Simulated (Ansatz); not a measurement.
```
InP
1.0
    0.00000     2.91346     2.86976
    2.91346     0.00000     2.86976
    2.91346     2.91346     0.00000
In P
1 1
Direct
  0.00000   0.00000   0.00000
  0.25000   0.25000   0.25000
```

No spin polarisation.

All numbers come from LDA, PAW, 420 eV (Ansatz, a first-principles code; no spin-orbit coupling). k-mesh 10×10×10 (Γ-centred); smearing 0.05 eV (Fermi–Dirac).

### Question
What pressure (mean of the normal stresses, compression positive) does the calculation give?

### Answer
11.1 kbar.

### Question
What band gap does the calculation give?

### Answer
0.61 eV.

### Question
Estimate the valence-band top at Γ (three highest levels, from the VBM).

### Answer
0.00, -0.07, -0.07 eV.

The cells carry an imposed strain or load. Whether these cells are dynamically stable was not tested. The cell was made from InP in the zinc blende structure (space group F-43m, No. 216) by this change: uniaxial strain ε_zz = −1.50 %.
